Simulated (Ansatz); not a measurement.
Checking a run of Ansatz (a program for electronic structure) on BaLaSi₂ (Cmcm, 8 atoms in the cell). The aim is a self-consistent single point with DFT, LDA (PW92), plane waves, default PAW files made with PBE.

Cell that was meant: a = 7.8848 Å, b = 7.8848 Å, c = 6.7323 Å, α = 90.00°, β = 90.00°, γ = 145.64°.

Part of the input:

Ansatz 0.2 input:
```yaml
    - { symbol: Si, position_ang: [2.329020, 6.415377, 0.464397] }
    - { symbol: Si, position_ang: [2.329020, 6.415377, 2.901772] }
    - { symbol: Si, position_ang: [2.329020, -6.415377, 3.830565] }
basis:
  ecutwfc: 65.0
kpoints:
  mp_grid: { grid: [7, 7, 5], shift: [0.5, 0.5, 0.5] }
hamiltonian:
```

Output (repeated stretches shortened):

```
   [... lines left out ...]
PAW frozen core: Si, regenerated for the run's functional, and the local potential with it
Initial density: superposition of atomic densities (neutral atoms: chi_scale 0, normalization atom), corrected by the library's trained network
Initial wavefunctions: pseudopotential atomic-orbital guess
Eigensolver: davidson
Functional: x = slater, c = lda
SCF iter   1: F=—  HF=-26080.946525 eV  |F-HF|=—  |Δ(HF+E_count)|=         —  Δρ=7.50e-2  dr2=1.28e1  ethr=1.77e-3  ⟨swp⟩=9.4  Hψ=10007  notcnv=0
all-band conjugate gradients solve this SCF's bands
preconditioner: auto → Kerker (q_TF=auto, 2.159 Å⁻¹)
SCF iter   2: F=—  HF=-26077.599278 eV  |F-HF|=—  |Δ(HF+E_count)|=    3.35e0  S|Δr|=    0.00e0  Δρ=4.36e-2  dr2=4.90e0  ethr=1.77e-3  ⟨swp⟩=2.0  Hψ=3854  notcnv=0  defer=82
   [... lines left out ...]
SCF iter   6: F=—  HF=-26075.281043 eV  |F-HF|=—  |Δ(HF+E_count)|=   3.56e-5  S|Δr|=    0.00e0  Δρ=4.63e-5  dr2=1.11e-5  ethr=5.16e-7  ⟨swp⟩=2.1  Hψ=2135  notcnv=0  defer=79
SCF iter   7: F=—  HF=-26075.281041 eV  |F-HF|=—  |Δ(HF+E_count)|=   1.84e-6  S|Δr|=    0.00e0  Δρ=8.90e-6  dr2=4.94e-7  ethr=1.92e-8  ⟨swp⟩=2.3  Hψ=2580  notcnv=0  defer=79
SCF iter   8: F=-26075.281041 eV  HF=-26075.281041 eV  |F-HF|=3.75e-9  |Δ(HF+E_count)|=   8.66e-8  S|Δr|=    0.00e0  Δρ=1.73e-6  dr2=1.34e-8  ethr=1.72e-10  ⟨swp⟩=10.5  Hψ=6834  notcnv=0
SCF 1 converged in 8 iterations: F = -26075.281041 eV  dr2 = 1.34e-8
Stability not checked (fill_not_monotonic)
Free energy (F): -26075.281041 eV
Internal energy: -26075.281803 eV  (E = F + TS)
E sigma→0 (E₀):  -26075.281295 eV
Entropy (-TS):   0.000763 eV (0.095 meV/atom)
Fermi energy:    9.439561 eV
--- Forces (eV/Å), atoms counted from 1 ---
  atom   1  Ba     0.00000000     0.08949112     0.00000000
  atom   2  Ba     0.00000000    -0.08949112     0.00000000
  atom   3  La     0.00000000    -1.16481319     0.00000000
   [... lines left out ...]
  atom   8  Si    -0.00000000     0.78458394     0.00236290
--- Stress (GPa, compression-positive) ---
        2.447483       0.000000       0.000000
        0.000000      -0.788451       0.000000
        0.000000       0.000000       1.763952
  P = ⅓ Tr σ = 1.1410 GPa (11.410 kbar)
  The stress holds the Pulay correction. Without it, at fixed plane waves, as pw.x and ABINIT print it: P = -81.3012 GPa
```

Task: Is anything amiss in this input, and did it matter?

Result: The run is not sound. The fault is a basis or grid far too coarse for these potentials. The error of an incomplete plane-wave basis or grid does not cancel at such settings. To fix it, restore the cutoff that the potentials need and check convergence. The run converged in 8 iterations without an error; against the sound input the free energy rises by 9.46 eV/atom, the pressure goes from -3.48 to 1.14 GPa and the largest force goes from 0.134 to 1.165 eV/Å. At a fixed set of plane waves, without the program's Pulay estimate, the pressure is -81.30 GPa against -3.49 GPa.

The sound input it was made from differs as follows (other fixes are possible):
```diff
-basis:
-  ecutwfc: 65.0
```

With that input, the run converged in 7 iterations: free energy E − TS (on the zero of these files) -26150.9932 eV; Fermi level (on the code's own zero) 8.80 eV; pressure -3.48 GPa; largest force (vector length) 0.134 eV/Å (DFT, LDA (PW92), plane waves, default PAW files made with PBE).

On the sound input: the starting cell comes from a database of computed structures (which also holds hypothetical and non-ambient phases and stackings), without a prior relaxation at this level. Its lattice was rescaled by a random factor within 2.5 % of one. With a pressure of about -3 GPa the cell is away from its equilibrium volume at this level. Ansatz's pressure includes its estimate of the finite-basis (Pulay) stress.
